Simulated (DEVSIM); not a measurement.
Device: Si p+/n-/n+ power diode, at 300 K.

| layer (left to right) | material | thickness (μm) | Nd (cm⁻³) | Na (cm⁻³) | τn (s) | τp (s) |
|---|---|---|---|---|---|---|
| 1 | Si | 1.70 | - | 5.1e18 | 6.2e-6 | 6.2e-6 |
| 2 | Si | 40.0 | 7.4e15 | - | 6.2e-6 | 6.2e-6 |
| 3 | Si | 2.50 | 3.9e18 | - | 6.2e-6 | 6.2e-6 |

Left contact: ohmic. Right contact: ohmic. Voltage is applied to the left contact. Recombination: SRH at mid-gap. Gap narrowing is on: ΔEg = 6.92 meV × (l + √(l² + 0.5)), l = ln(N/1.3e17 cm⁻³), shared equally by both band edges. Mobility is μmin + (μ − μmin)/(1 + (N/Nref)^α).

The device is made up for the run: typed textbook-type constants, with dimensions and the other settings drawn at random. Values at 300 K.

| parameter | Si |
|---|---|
| gap (eV) | 1.124 |
| affinity (eV) | 4.05 |
| permittivity | 11.7 |
| Nc (cm⁻³) | 2.86e19 |
| Nv (cm⁻³) | 3.1e19 |
| μn (cm²/Vs) | 1417 |
| μp (cm²/Vs) | 470 |
| μn,min | 52 |
| μp,min | 45 |
| Nref,n | 9.7e16 |
| Nref,p | 2.2e17 |
| αn | 0.68 |
| αp | 0.72 |

DEVSIM, 1D drift-diffusion, Boltzmann statistics, complete ionisation; no tunnelling, impact ionisation, image-force lowering or self-heating.

The doping Nd of layer 3 was swept, all else fixed.

```csv
doping Nd of layer 3 (cm^-3),dark forward voltage at 1 A/cm² (V),dark forward voltage at 100 A/cm² (V),potential step across the device at zero bias (V)
1.2e17,0.680,0.839,0.908
3.9e17,0.690,0.842,0.932
1.2e18,0.699,0.846,0.954
3.9e18,0.706,0.850,0.976
1.2e19,0.709,0.854,0.998
```

From the first row to the last the dark forward voltage at 1 A/cm² goes from 0.680 to 0.709. From the first row to the last the dark forward voltage at 100 A/cm² goes from 0.839 to 0.854.
